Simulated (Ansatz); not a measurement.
CsCl-type NiAl was calculated with rVV10 in Ansatz (PAW).

Run with plane-wave cutoff 520 eV, 20×20×20 k mesh, Fermi–Dirac smearing 0.05 eV, no spin polarisation, scalar-relativistic PAW data made under PBE.

Pressure at four volumes; x = ln(V/12.177 Å³). One pressure is withheld.

| V (Å³/atom) | x | P (GPa) |
|---|---|---|
| 11.447 | -0.0618 | ? |
| 11.690 | -0.0408 | 7.11 |
| 12.177 | 0.0000 | 0.00 |
| 12.908 | 0.0583 | -8.17 |

Pass a parabola P(x) through the three rows shown, estimate the bulk modulus and its pressure derivative near zero pressure, and predict the withheld pressure.

Slopes between the rows: (0.00 − (7.11))/(0.0000 − (-0.0408)) = -174.26 and (-8.17 − (0.00))/(0.0583 − (0.0000)) = -140.14 GPa. Their difference over the span 0.0991 is c = 34.12/0.0991 = 344.3 GPa, so P(x) = 7.11 + (-174.26)(x − (-0.0408)) + 344.3 (x − (-0.0408))(x − (0.0000)). At the middle row B = −dP/dx = −[-174.26 + 344.3 × 0.0408] = 160.2 GPa, and B′ = dB/dP = 2c/B = 4.3. At x = -0.0618 the parabola gives 11.22 GPa; the run gives 11.28 GPa. The Birch–Murnaghan fit to the energies at all volumes has B0 = 159 GPa and B′ = 4.4.

Measured, for comparison: bulk modulus 156 GPa (room temperature, no zero-point or thermal correction; as tabulated in Yamada et al. (2019), arXiv:1910.09660). Computed (rounded) less measured: bulk modulus +2 %. A static lattice is as a rule a little smaller and stiffer than an uncorrected measurement, which narrows the difference in the bulk modulus and would widen misses of the other sign.

Ansatz is a first-principles code.
